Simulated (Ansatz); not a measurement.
Si (model structure, started from the Ge type, P4₃2₁2, No. 96, 12 atoms in the cell), treated with r²SCAN in Ansatz (PAW).

Numerical settings: plane-wave cutoff 560 eV, 6×6×6 k mesh, Fermi–Dirac smearing 0.01 eV, scalar-relativistic PAW data made under PBE.

The cell is the one relaxed with PBEsol. Conventional cell: a = 5.6337 Å, b = 5.6337 Å, c = 6.7248 Å, α = 90.00°, β = 90.00°, γ = 90.00°.

```
Si
1.0
    5.63372     0.00000     0.00000
    0.00000     5.63372     0.00000
    0.00000     0.00000     6.72479
Si
12
Direct
  0.08298   0.08298   0.00000
  0.41702   0.58298   0.75000
  0.91702   0.91702   0.50000
  0.58298   0.41702   0.25000
  0.16664   0.37033   0.24782
  0.12967   0.66664   0.99782
  0.83336   0.62967   0.74782
  0.87033   0.33336   0.49782
  0.66664   0.12967   0.00218
  0.62967   0.83336   0.25218
  0.33336   0.87033   0.50218
  0.37033   0.16664   0.75218
```

Task: List the 34 lowest band energies at Γ above −25 eV (eV, relative to the valence band maximum), grouping those that round alike.

Result: At Γ: -12.80, -9.97 (×2), -8.79, -8.32, -8.26 (×2), -5.70, -5.34 (×2), -5.27, -4.41, -4.19, -3.95 (×2), -3.49, -3.00, -2.90 (×2), -1.98, -1.08, -1.01 (×2), -0.19, 1.51, 1.93 (×2), 2.32, 3.52, 4.30, 4.49 (×2), 4.93, 5.07.

Note: the relaxation could raise the start's symmetry but not lower it, so the cell can be a saddle point; cell and atoms aren't relaxed at this level (largest force component 0.17 eV/Å, pressure 1.6 GPa).

A model structure was made by putting elements into a prototype or built by hand; it is no filed structure, need not be a known phase, and can be a saddle point held by its symmetry.

Ansatz is a program for electronic structure.
